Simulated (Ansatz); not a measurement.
Response to strain in hypothetical Cc Ga2O3

The parent structure is Ga$_{2}$O$_{3}$ (space group Cc, No. 9; a hypothetical phase, not in the database extracts checked).

```xyz
10
Lattice="5.0335 -2.8745 0.0000 5.0335 2.8745 0.0000 -3.1779 0.0000 5.0311" Properties=species:S:1:pos:R:3 pbc="T T T"
Ga     4.2491    -2.3568     2.5863
Ga     5.8381     2.3568     0.0708
Ga     5.8875     0.3616     2.5402
Ga     7.4765    -0.3616     0.0247
O     -1.1146     0.7605     4.4486
O      0.4744    -0.7605     1.9331
O      6.0334     0.0345     4.3840
O      7.6224    -0.0345     1.8685
O      3.2075     0.8459     4.2786
O      4.7964    -0.8459     1.7631
```

Cartesian axes are those of the cell as printed.

Strains are applied to the cell and any free atomic positions relax.

Method: PBE (Ansatz, a program for electronic structure), without spin-orbit coupling.

Notes on the quantities. energy relative to the base: free energy F.

```json
[
 {"variant": "base", "band gap": "2.05 eV", "energy relative to the base": "0 meV/atom", "width of the top valence band": "0.33 eV"},
 {"variant": "isotropic strain −3.46 %", "band gap": "2.20 eV", "energy relative to the base": "+33 meV/atom", "width of the top valence band": "0.45 eV"},
 {"variant": "isotropic strain +1.83 %", "band gap": "1.84 eV", "energy relative to the base": "+10 meV/atom", "width of the top valence band": "0.29 eV"},
 {"variant": "uniaxial strain ε_yy = −0.14 %", "band gap": "2.05 eV", "energy relative to the base": "0.0 meV/atom", "width of the top valence band": "0.33 eV"}
]
```

No phonon test of stability was made.
